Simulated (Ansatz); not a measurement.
Consider the following.

End structure of a constructed model of the (111) surface of fcc Cu, p(2x2) layer of I, one a cell, on the site that continues the host's stacking (bottom of the slab: a bare face, its two planes held):

```xyz
25
Lattice="5.1336 0.0000 0.0000 -2.5668 4.4458 0.0000 0.0000 0.0000 29.0000" Properties=species:S:1:pos:R:3 pbc="T T T"
Cu    -1.2834     3.7049     8.0551
Cu     0.0000     1.4819     8.0551
Cu     1.2834     3.7049     8.0551
Cu     2.5668     1.4819     8.0551
Cu     0.0000     2.9639    10.1508
Cu     1.2834     0.7410    10.1508
Cu     2.5668     2.9639    10.1508
Cu     3.8502     0.7410    10.1508
Cu     1.2834     2.2229    12.2393
Cu     2.5652    -0.0010    12.2346
Cu    -1.2834     2.2248    12.2346
Cu     0.0016    -0.0010    12.2346
Cu     2.5711     1.4794    14.3267
Cu     1.2834     3.7098    14.3267
Cu    -0.0043     1.4794    14.3267
Cu    -1.2834     3.7049    14.3269
Cu     3.8502     0.7410    16.4697
Cu     2.5710     2.9663    16.4063
Cu     1.2834     0.7361    16.4063
Cu    -0.0042     2.9663    16.4063
Cu    -0.0128     0.0074    18.5113
Cu    -1.2834     2.2082    18.5113
Cu     2.5796     0.0074    18.5113
Cu     1.2834     2.2229    18.4224
I     -1.2834     3.7049    20.7470
```

Model: 25-atom slab, 12.9 Å thick at the start with caps and adatoms (thin: gaps and levels are the slab's own), 9x9x1 mesh, Fermi-Dirac 0.1 eV, dipole correction, 8 atoms held, the rest relaxed; symmetry of the start imposed; no spin, no spin-orbit, no U. It is one candidate, not shown to be the stable structure of the face.

Task: Give the work function of the top face at the level PBE run with Ansatz (a first-principles code).

Result: 4.64 eV
